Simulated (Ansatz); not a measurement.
CuPd under a change: Cu → Ge

Base system: CuPd in the CsCl type structure (space group Pm-3m, No. 221; a = 2.962 Å).

Modification: Ge takes the place of Cu on all its sites; the structure is relaxed again.

The values are results of Ansatz (an electronic-structure program), PBEsol, PAW, cutoff 420 eV, no SOC, not measurements. Settings: 15×15×15 k-points, 0.05 eV Fermi–Dirac smearing, for the changed cell.

```yaml
volume_per_atom: 15.18 Å³ (base 12.99 Å³)
density: 9.79 g/cm³ (base 10.86 g/cm³)
lattice_parameter_a: 3.120 Å (base 2.962 Å)
space_group: Pm-3m (No. 221) (base Pm-3m (No. 221))
shortest_interatomic_distance: 2.702 Å (base 2.565 Å)
band_gap: zero (base zero)
```

Cost of the whole job for the changed cell (relaxation, final SCF and bands): roughly 29 core-seconds.

Whether these cells are dynamically stable was not tested. As relaxed here, PdGe is a hypothetical phase, not in the database extracts checked. The final runs are not spin-polarised.
